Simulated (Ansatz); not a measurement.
# O on the 1x1 (10-10) surface of wurtzite ZnO (cut with top plane O + Zn), one in a 1x1 cell, started at the site 'bridge Zn-Zn (span 3.3 Å)'

Host crystal: wurtzite ZnO, with a band gap (PBE, scalar-relativistic without spin-orbit coupling).

The numbers are results of PBE (plane waves to 420 eV, PAW; Ansatz, a first-principles code), not measurements.

Set-up: 17 atoms, 9.4 Å thick at the start under the adsorbate (thin: gaps and levels are the slab's own); mesh 6x4x1; 0.01 eV smearing; dipole correction on; 8 atoms held, the rest relaxed; held to the start's symmetry, so lower structures may exist; spin-polarised, ending with about 2.0 μB a cell, a value that depends on the mesh; orders that need a larger cell were not tried, no spin-orbit, no U, no dispersion correction. The slab shows no gap over 0.04 eV on its mesh. At the end it is bonded to 2 Zn. In PBE this state lies 0.51 eV over the lowest of the starts that converged ('hollow O', where the adsorbate paired with a surface O atom).

```yaml
energy of the end state, in which the adsorbate broke or entered a bond of the host, against ½ O2(g): 1.67 eV
work_function_of_the_top_face: 7.33 eV
change_of_the_step_from_the_bottom_to_the_top_vacuum_level_against_the_clean_slab: 1.57 eV
energy_released_by_relaxation: 1.53 eV
height of the binding atom over the mean of the host atoms within 0.3 Å of the top one: 0.970 Å
largest_move_of_a_host_atom: 0.65 Å
note: in the relaxation the adsorbate left its starting site by 0.6 Å
cost: about 14 core-minutes (a rough figure)
```

A negative adsorption energy means that the adsorbate is more stable on the surface than in its reference.
